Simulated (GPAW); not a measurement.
Band structure of PbSe (Fm-3m, 2 atoms in the cell).

```
CELL_PARAMETERS angstrom
      0.00000     3.06000     3.06000
      3.06000     0.00000     3.06000
      3.06000     3.06000     0.00000
ATOMIC_POSITIONS crystal
  Pb 0.00000 0.00000 0.00000
  Se 0.50000 0.50000 0.50000
```

Method of the run: PBE, GPAW PAW datasets PBE (gpaw-data 1.0.1) (plane waves; GPAW).

Settings: mode = pw; ecut = 600 eV; xc = PBE; kpts = 6 6 6; mesh shift (steps) = 0 0 0; occupations.name = fermi-dirac; occupations.width = 0.01 eV; nbands = -8; convergence.density = 1e-05 e/electron; convergence.energy = 1e-05 eV/electron; convergence.bands = -6; symmetry.symmorphic = false; symmetry.tolerance = 0.0005; maxiter = 150.

The starting cell has typed, rounded lattice constants, without a prior relaxation at this level. Spin-orbit coupling is off.

Question: Predict the gap along the standard path and the places of the band edges.

Answer: The gap along the path is 0.24 eV, direct at L to within 0.01 eV.

Levels in eV from the top of the valence band on the SCF mesh, bands 7 to 14:
```tsv
point	7	8	9	10	11	12	13	14
Γ	-6.27	-1.93	-1.93	-1.93	4.65	4.65	4.65	6.49
X	-7.34	-5.04	-3.29	-3.29	3.66	5.55	5.55	6.00
W	-7.98	-4.28	-4.28	-0.82	1.83	4.90	4.90	7.69
K	-8.01	-4.63	-2.78	-2.43	3.35	3.96	5.39	5.79
L	-8.78	-1.52	-1.52	0.00	0.24	1.64	1.64	8.52
U	-8.01	-4.63	-2.78	-2.43	3.35	3.96	5.39	5.79
```
